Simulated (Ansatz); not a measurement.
# MgS: response to strain

Start from MgS in the rock salt structure (space group Fm-3m, No. 225; a = 5.129 Å).

Strains are applied to the cell and any free atomic positions relax.

Computed with LDA (Ansatz, a first-principles code; PAW; 420 eV plane waves; without spin-orbit coupling).

Candidates:
(a) isotropic strain +1.50 %
(b) isotropic strain −2.50 %
(c) isotropic strain +2.00 %
(d) isotropic strain −1.00 %

Base values:

| Quantity | Result |
|---|---|
| Band gap | 2.65 eV |

### Question
Order them by band gap, highest first.

### Answer
(b) isotropic strain −2.50 % (2.80 eV), (d) isotropic strain −1.00 % (2.71 eV), (a) isotropic strain +1.50 % (2.56 eV), (c) isotropic strain +2.00 % (2.53 eV)

Stability against distortions was not tested.
